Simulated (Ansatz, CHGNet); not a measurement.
For GeSb4Te7 (P-3m1, No. 164, 12 atoms in the cell; start mp-29641), the machine-learned potential CHGNet-r²SCAN (trained on r²SCAN data) gives:

```
Item                                    Result
------------------------------  --------------
equilibrium lattice constant a         4.278 Å
c axis length                         26.025 Å
enthalpy of formation           -0.158 eV/atom
```

**Question.** What does r²SCAN+rVV10 (plane waves, PAW; Ansatz, a quantum-chemistry and plane-wave program) give for the same quantities?

**Answer.** 
- lattice constant a: 4.270 Å (decreases by 0.2 %)
- lattice parameter c: 24.094 Å (falls by 7.4 %)
- formation enthalpy: -0.116 eV/atom (moves by +0.042 eV/atom)

Changes are worked out from the printed values.

Unless a cell is named, each level is at its own relaxed cell (CHGNet-r²SCAN 34.37, r²SCAN+rVV10 31.71 Å³/atom).

Levels without +SOC leave out spin–orbit coupling, which shifts energies and cells of such heavy elements.

Caveats: the cell has another shape than the first-principles one, perhaps another minimum in the same group (CHGNet-r²SCAN); the relaxation could not lower the start's symmetry, so the cell can be a saddle point above a distorted one (CHGNet-r²SCAN, r²SCAN+rVV10). Ansatz's density-functional and Hartree–Fock values are scalar-relativistic unless marked +SOC, with PAW data made under PBE.

A start named mp-… is a Materials Project structure, which need not be a measured phase.
